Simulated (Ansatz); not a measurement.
A self-consistent single point of Zr (Im-3m, 1 atom in the cell) with Ansatz (a first-principles code).

Computed with LDA (PW92), default PAW files made with PBE (plane waves; Ansatz).

```xyz
1
Lattice="-1.7998 1.7998 1.7998 1.7998 -1.7998 1.7998 1.7998 1.7998 -1.7998" Properties=species:S:1:pos:R:3 pbc="T T T"
Zr     0.0000     0.0000     0.0000
```

Reference input (self-consistent single point, DFT, LDA (PW92), plane waves, default PAW files made with PBE): basis.ecutwfc = 30.9 Ry; kpoints.mp_grid.grid = 13 13 13; hamiltonian.xc = lda; hamiltonian.pseudopotentials = {kind: paw} (the program's default PAW files); scf.occupations.method = fermi_dirac; scf.occupations.width = 0.0073 Ry. This run's input differs from it in these lines:

Ansatz 0.2 input:
```diff
@@ -11,3 +11,3 @@
   mp_grid:
-    grid: [13, 13, 13]
+    grid: [21, 21, 21]
 hamiltonian:
@@ -18,4 +18,4 @@
   occupations:
-    method: fermi_dirac
-    width: 0.0073 Ry
+    method: gaussian
+    width: 0.0007 Ry
 output:
```

Output (repeated stretches shortened):

```
SCF iter   1: F=—  HF=-4077.357497 eV  |F-HF|=—  |Δ(HF+E_count)|=         —  Δρ=5.51e-3  dr2=4.40e-3  ethr=1.77e-3  ⟨swp⟩=5.1  Hψ=16504  notcnv=0
all-band conjugate gradients solve this SCF's bands
preconditioner: auto → none
SCF iter   2: F=—  HF=-4077.356468 eV  |F-HF|=—  |Δ(HF+E_count)|=   1.03e-3  Δρ=2.49e-3  dr2=5.45e-4  ethr=3.67e-5  ⟨swp⟩=2.0  Hψ=6239  notcnv=0  defer=50
   [... lines left out ...]
SCF iter   4: F=—  HF=-4077.356536 eV  |F-HF|=—  |Δ(HF+E_count)|=   4.65e-6  Δρ=2.24e-5  dr2=4.92e-8  ethr=2.91e-7  ⟨swp⟩=1.0  Hψ=2810  notcnv=0  defer=50
iter 5 did not close the SCF: its close was put off for the readings that it lacked (scf_convergence_deferred on its scf_iter line)
SCF iter   5: F=-4077.356536 eV  HF=-4077.356536 eV  |F-HF|=9.14e-10  |Δ(HF+E_count)|=   3.15e-8  Δρ=4.91e-6  dr2=2.42e-9  ethr=4.10e-10  ⟨swp⟩=2.0  Hψ=4525  notcnv=0  defer=50
SCF iter   6: F=-4077.356536 eV  HF=-4077.356536 eV  |F-HF|=9.55e-11  |Δ(HF+E_count)|=  4.82e-10  Δρ=1.65e-6  dr2=2.51e-10  ethr=2.02e-11  ⟨swp⟩=2.0  Hψ=7943  notcnv=0
SCF 1 converged in 6 iterations: F = -4077.356536 eV  dr2 = 2.51e-10
Free energy (F): -4077.356536 eV
Internal energy: -4077.356434 eV  (E = F + TS)
E sigma→0 (E₀):  -4077.356485 eV
Entropy (-TS):   -0.000102 eV (-0.102 meV/atom)
Fermi energy:    13.430093 eV
--- Forces (eV/Å), atoms counted from 1 ---
  atom   1  Zr     0.00000000     0.00000000     0.00000000
--- Stress (GPa, compression-positive) ---
       -8.626723       0.000000      -0.000000
       -0.000000      -8.626723      -0.000000
       -0.000000      -0.000000      -8.626723
  P = ⅓ Tr σ = -8.6267 GPa (-86.267 kbar)
  The stress holds the Pulay correction. Without it, at fixed plane waves, as pw.x and ABINIT print it: P = -8.6392 GPa
```

The run converged in 6 iterations. Against the reference run the free energy goes up by 29.5 meV/atom and the pressure goes from -8.15 to -8.63 GPa.

The starting cell comes from a database of computed structures (which also holds hypothetical and non-ambient phases and stackings), without a prior relaxation at this level. Its lattice was rescaled by up to half a per cent. With a pressure of about -9 GPa the cell is away from its equilibrium volume at this level. Ansatz's pressure includes its estimate of the finite-basis (Pulay) stress.
